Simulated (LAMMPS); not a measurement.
System: a symmetric tilt boundary about [001] in Si (diamond structure), boundary plane (310).

Model: classical MD, pair style tersoff/mod, file Si.tersoff.mod; code LAMMPS.

Σ5, energy 0.65 J/m² at 0 K; heated in steps, 60 ps sampled at each, free outer surfaces; steps at which the grains lost their order are left out.

| T (K) | disordered width (Å) | disordered share in the grains |
|---|---|---|
| 844 | 4.0 | 0.00 |
| 1181 | 4.4 | 0.00 |
| 1350 | 4.6 | 0.01 |
| 1518 | ? | 0.01 |
| 1636 | ? | 0.03 |

Question: What belongs in the gaps?

Answer: 
- 1636, disordered width (Å): 5.0
- 1518, disordered width (Å): 5.0
